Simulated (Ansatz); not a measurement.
# monoclinic HfO2: the defect C on the Hf site + O vacancy (C_Hf+V_O)

Level of theory: PBE, PAW (plane waves to 420 eV; Ansatz, a quantum-chemistry and plane-wave program). A supercell of 96 sites (2×2×2 repeats of a cell of 12 atoms) was used; the energies come from a 2×2×2 shifted sampling of its zone. Sites at the start: the Hf site; O(1) 2.05 Å away. Energies of charged states are corrected for periodic images (point charge plus alignment at distant sites). Dielectric constants: PBE linear response of the host. Host gap at this level: 4.04 eV. Finite-size and sampling errors can reach tenths of an eV here. PBE underestimates the host's gap, which shifts levels and can delocalise carriers. Spin–orbit coupling is left out, which matters for these heavy elements. Each state is the lowest found from its start.

Formation energies E_f are given with the Fermi level at the valence-band maximum. Chemical conditions: Hf-rich (Δμ(Hf) = 0.00 eV, Δμ(O) = -5.19 eV, Δμ(C) = -1.83 eV, bounded by HfC (Fm-3m); only phases computed here count, gases as isolated molecules at 0 K); O-rich (Δμ(Hf) = -10.38 eV, Δμ(O) = 0.00 eV, Δμ(C) = -4.05 eV, bounded by CO2 (Pa-3); only phases computed here count, gases as isolated molecules at 0 K). Reference phases: C: graphite, Hf: hcp Hf, O: O2 molecule in a box.

In at least one state atoms left their starting sites on relaxation (a large move, or an atom on the emptied site), so the name describes the start.

The name describes the start; the neighbours show where the atoms ended.

Charges with a result: +2, +1, 0. Others weren't obtained, and one of them could lie lower, also by skipping a charge.

```csv
charge,moment (μB),point group,largest move off a lattice site (Å),neighbours of the last C atom of the defect at the end (Å),image correction with alignment (eV),"E_f, Hf-rich (eV)","E_f, O-rich (eV)"
+2†,not spin-polarised,–,1.28,"O 1.28, O 1.30, O 1.32, O 2.48, Hf 2.58",-0.61,–,–
+1,1.0,C1,0.87,"O 1.25, O 1.28, O 2.52, Hf 2.68",-0.38,8.75,5.77
0,not spin-polarised,C1,1.57,"O 1.30, O 1.34, O 2.44, Hf 2.61, Hf 2.63",0.00,9.52,6.55
```

† Not settled in this cell, so no level is given: charge +2: a large or scattered potential alignment.

Point groups are those of the whole cell at tolerances of 0.03 and 0.1 Å ("near" where only the looser one holds); none is given for unsettled states.

Transition levels above the valence-band maximum: ε(+1/0) = 0.77 eV. With a charge missing or unsettled, these needn't be thermodynamic levels.

Flagged in the runs: a host whose relaxation on this sampling wasn't shown to rest, a strain field that reaches the edge of the cell.

All states together cost about 7 core-hours (a rough figure).
